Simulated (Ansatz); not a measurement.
Si (diamond structure), Σ9 (221) [1-10] symmetric tilt. One Ge atom replaces one Si atom in a bicrystal of 48 atoms (one solute to 45 Å² of one boundary, a high coverage); atoms relaxed, cell held. Energies count from the site farthest from both boundaries, which lies only 5.4 Å away; negative means that the solute is drawn to the site. The cell is neutral, and spin is allowed where the electrons are odd. k-points: Γ-centred 2×6×1 mesh; occupations: Fermi-Dirac, 0.050 eV; spin polarisation not allowed. No spin-orbit coupling.

Sites tried, by distance from the nearest boundary plane (Å): 0.20, 0.72, 1.14, 2.13.

### Question
Does Ge segregate by PBE (Ansatz, an electronic-structure program), and with what energy at each site?

### Answer
0.20 Å: -0.05 eV; 0.72 Å: -0.05 eV; 1.14 Å: -0.04 eV; 2.13 Å: -0.02 eV. No site tried binds it by more than 0.05 eV.
